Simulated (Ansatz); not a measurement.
The parent structure is GaN in the zinc blende structure (space group F-43m, No. 216; a = 4.4981 Å).

Method: DFT with PBEsol, PAW potentials and a 420 eV plane-wave cutoff in Ansatz (a quantum-chemistry and plane-wave program), spin-orbit coupling left out.

Strains are applied to the cell and any free atomic positions relax.

One change was made to it. Results:

```csv
quantity,base,after
electron mass,0.15 mₑ (at Γ),0.16 mₑ (at Γ)
band gap,1.70 eV,1.80 eV
pressure,0.00 GPa,2.93 GPa
```

**Question.** Which of these changes matches the shifts?
(A) isotropic strain −2.00 %
(B) isotropic strain −2.50 %
(C) isotropic strain −1.50 %
(D) isotropic strain −0.50 %
(E) isotropic strain +3.00 %

**Answer.** D, isotropic strain −0.50 %. For comparison, the band gap in the other runs: isotropic strain −2.50 % gives 2.18 eV; isotropic strain −2.00 % gives 2.09 eV; isotropic strain −1.50 % gives 1.99 eV; isotropic strain +3.00 % gives 1.14 eV.

Effective masses come from finite differences of ±0.01 Å⁻¹. Whether these cells are dynamically stable was not tested. This is not the structure that GaN has at room temperature and ambient pressure.
